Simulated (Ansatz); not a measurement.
Zinc-blende BeS was calculated with PBE-D4 in Ansatz (PAW).

Settings: plane-wave cutoff 520 eV, 12×12×12 k mesh, Fermi–Dirac smearing 0.01 eV, scalar-relativistic PAW data made under PBE.

Computed points:

```json
[
 {"V (Å³/atom)": "13.219", "E − E_lowest (meV/atom)": "17.38", "P (GPa)": "6.92"},
 {"V (Å³/atom)": "13.500", "E − E_lowest (meV/atom)": "7.49", "P (GPa)": "4.39"},
 {"V (Å³/atom)": "13.781", "E − E_lowest (meV/atom)": "1.82", "P (GPa)": "2.10"},
 {"V (Å³/atom)": "14.062", "E − E_lowest (meV/atom)": "0.00", "P (GPa)": "0.01"},
 {"V (Å³/atom)": "14.344", "E − E_lowest (meV/atom)": "1.67", "P (GPa)": "-1.88"},
 {"V (Å³/atom)": "14.625", "E − E_lowest (meV/atom)": "6.50", "P (GPa)": "-3.60"},
 {"V (Å³/atom)": "14.906", "E − E_lowest (meV/atom)": "14.22", "P (GPa)": "-5.17"}
]
```

Estimate the bulk modulus and its pressure derivative from these points.

V0 = 14.064 Å³/atom, B0 = 99.2 GPa, B′ = 3.8 (fit to the energies at full precision).

Measured, for comparison: bulk modulus 105 GPa (room temperature, not corrected to a static lattice; as tabulated in Narayana, Nesamony, Ruoff, Phys. Rev. B 56, no. 22 (1997)); equilibrium volume per atom 14.44 Å³/atom (room temperature, not corrected to a static lattice; as tabulated in Narayana, Nesamony, Ruoff (BeS at high pressure; core.ac.uk copy)). Computed (rounded) less measured: bulk modulus -6 %, equilibrium volume per atom -2.6 %.

The computed numbers hold no vibrational or temperature effects.

Computing time: very roughly 40 core-seconds.

Ansatz is an electronic-structure program.
